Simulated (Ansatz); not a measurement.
The starting structures come from a database of crystals and need not be the phases stable at ambient conditions.

Consider the following.

```
GeS
1.0
    3.81947     0.00000     0.00000
    0.00000     3.83350     0.00000
    0.00000     1.91675     5.30780
Ge S
2 2
Cartesian
  2.86460   3.83350   1.38822
  0.95487   1.91675   3.91958
  2.86460   3.83350   3.77265
  0.95487   1.91675   1.53515
```

Space group of this cell: Cmcm. The cell was relaxed by PBE-D3(BJ); by PBEsol its mean pressure is -1.1 GPa.

Transport runs along the normal of the first two printed cell vectors.

The gap is the functional's own. No spin-orbit coupling. Mid-gap values are interpolated on the energy grid.

### Question
State the band gap and the smallest decay constant κ at mid-gap according to PBEsol (Ansatz, a first-principles code).

### Answer
Gap 0.33 eV on a 8×8×8 mesh; κ = 0.059 1/Å, at (0.000, 0.125) of the in-plane reciprocal vectors. At the zone centre, at the nearest computed energy, the slowest state has κ = 0.06 1/Å.
